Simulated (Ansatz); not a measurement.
# SrTiO3 in the cubic perovskite structure (space group Pm-3m, No. 221)

```
CELL_PARAMETERS angstrom
      3.89106     0.00000     0.00000
      0.00000     3.89106     0.00000
      0.00000     0.00000     3.89106
ATOMIC_POSITIONS crystal
  Sr 0.00000 0.00000 0.00000
  Ti 0.50000 0.50000 0.50000
  O  0.00000 0.50000 0.50000
  O  0.50000 0.50000 0.00000
  O  0.50000 0.00000 0.50000
```

Level of theory: PBEsol/PAW in Ansatz (a first-principles code), no SOC. Settings: 9×9×9 k-points, 0.05 eV Fermi–Dirac smearing.

| Quantity | Value |
|---|---|
| Volume per atom | 11.78 Å³ |
| Density | 5.17 g/cm³ |
| Band gap | 1.85 eV, indirect, R → Γ |
| Lowest conduction-band minima above the VBM | Γ 1.85 eV |
| Total energy | -1531.449 eV/atom (σ→0; compares only within this code and set-up) |

Whether these cells are dynamically stable was not tested. The final runs are not spin-polarised. Many cubic perovskites are stable only at high temperature; tilts and polar distortions were not tested.
